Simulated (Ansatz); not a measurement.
**Several settings converged on Lu₃TlC (P4mm, 5 atoms in the cell)**

```xyz
5
Lattice="4.7318 0.0000 0.0000 0.0000 4.7318 0.0000 0.0000 0.0000 4.7318" Properties=species:S:1:pos:R:3 pbc="T T T"
Lu     2.3659     0.0000     2.3659
Lu     0.0500     2.3659     2.3659
Lu     2.3659     2.3659     0.0000
Tl     0.0000     0.0000     0.0000
C      2.3659     2.3659     2.3659
```

Base method: LDA (PW92), default PAW files made with PBE (plane waves; Ansatz, a quantum-chemistry and plane-wave program).

Base settings: basis.ecutwfc = 420 eV; kpoints.mp_grid.grid = 7 7 7; hamiltonian.xc = lda; hamiltonian.pseudopotentials = {kind: paw} (the program's default PAW files); scf.occupations.method = gaussian; scf.occupations.width = 0.1 eV.

The count of work is k-points × plane waves × bands × iterations; it is no time. Core times come from one kind of shared machine, to one figure; runs under 30 s give none.

**The k-point mesh**

The second cell is the first with its lattice scaled by 0.98.

Only quantities that move along the ladder and can be compared are tabulated.

```csv
kpoints.mp_grid.grid,free energy less the last step's (meV/atom),energy of the compressed cell less the first (meV/atom),pressure (GPa),largest difference of a force vector from the last step's (eV/Å),count of work / last,core time / last (rough)
1 1 1,2489.65,96.23,8.74,0.301,0.011,–
2 2 2,157.31,-4.31,-3.52,0.049,0.048,–
3 3 3,8.07,-10.98,-4.20,0.022,0.048,–
5 5 5,2.73,-11.23,-4.19,0.007,0.14,–
7 7 7,0.40,-11.82,-4.26,0.001,0.32,–
8 8 8,0.29,-11.91,-4.27,0.000,0.60,0.6
10 10 10,0.06,-11.88,-4.26,0.001,1.0,1.0
11 11 11,0.00,-11.89,-4.26,0.000,1.0,1
```

Coarsest kpoints.mp_grid.grid that holds the energy of the compressed cell less the first within 0.2 meV/atom of the last step, with all finer ones: 7 7 7, at 0.32 of the last step's count of work; the step before is off by 0.66 meV/atom.

Coarsest kpoints.mp_grid.grid that holds the pressure within 0.2 GPa of the last step, with all finer ones: 3 3 3, at 0.048 of the last step's count of work; the step before is off by 0.74 GPa.

Coarsest kpoints.mp_grid.grid that holds the free energy within 2 meV/atom of the last step, with all finer ones: 7 7 7, at 0.32 of the last step's count of work; the step before is off by 2.7 meV/atom.

The energy difference between the two cells stays within 1 meV/atom of the last step's from 3 3 3 on, the total only from 7 7 7 on: much of the error is common to both cells and cancels.

**The k-point mesh at a smearing width of 0.02 eV**

In this ladder: scf.occupations.width = 0.02 eV.

Only quantities that move along the ladder and can be compared are tabulated.

```csv
kpoints.mp_grid.grid,free energy less the last step's (meV/atom),largest difference of a force vector from the last step's (eV/Å),count of work / last,core time / last (rough)
3 3 3,8.82,0.023,0.021,–
4 4 4,7.03,0.022,0.062,–
5 5 5,3.58,0.025,0.069,–
8 8 8,0.40,0.001,0.26,0.3
11 11 11,0.02,0.000,0.44,0.4
14 14 14,0.00,0.000,1.0,1
```

Coarsest kpoints.mp_grid.grid that holds the free energy within 1 meV/atom of the last step, with all finer ones: 8 8 8, at 0.26 of the last step's count of work and about 0.3 of the last step's time; the step before is off by 3.6 meV/atom.

Coarsest kpoints.mp_grid.grid that holds the forces within 0.01 eV/Å of the last step, with all finer ones: 8 8 8, at 0.26 of the last step's count of work and about 0.3 of the last step's time; the step before is off by 0.025 eV/Å.

**The k-point mesh at a smearing width of 0.3 eV**

In this ladder: scf.occupations.width = 0.3 eV.

Only quantities that move along the ladder and can be compared are tabulated.

| kpoints.mp_grid.grid | free energy less the last step's (meV/atom) | pressure (GPa) | largest difference of a force vector from the last step's (eV/Å) | count of work / last | core time / last (rough) |
|---|---|---|---|---|---|
| 3 3 3 | 7.17 | -4.21 | 0.020 | 0.019 | – |
| 4 4 4 | 4.82 | -4.17 | 0.011 | 0.062 | – |
| 5 5 5 | 1.25 | -4.21 | 0.003 | 0.069 | – |
| 8 8 8 | 0.09 | -4.26 | 0.000 | 0.26 | 0.3 |
| 11 11 11 | 0.00 | -4.26 | 0.000 | 0.44 | 0.4 |
| 14 14 14 | 0.00 | -4.26 | 0.000 | 1.0 | 1 |

Coarsest kpoints.mp_grid.grid that holds the forces within 0.01 eV/Å of the last step, with all finer ones: 5 5 5, at 0.069 of the last step's count of work; the step before is off by 0.011 eV/Å.

Coarsest kpoints.mp_grid.grid that holds the free energy within 2 meV/atom of the last step, with all finer ones: 5 5 5, at 0.069 of the last step's count of work; the step before is off by 4.8 meV/atom.

Coarsest kpoints.mp_grid.grid that holds the pressure within 0.05 GPa of the last step, with all finer ones: 8 8 8, at 0.26 of the last step's count of work and about 0.3 of the last step's time; the step before is off by 0.05 GPa.

On the base run: the starting cell comes from a database of computed structures (which also holds hypothetical and non-ambient phases and stackings), without a prior relaxation at this level. Its lattice was rescaled by up to half a per cent. One atom was moved a little off its site on purpose. In the base run, with a pressure of about -4 GPa the cell is away from its equilibrium volume at this level. Ansatz's pressure includes its estimate of the finite-basis (Pulay) stress.

Keys are those of Ansatz 0.2.
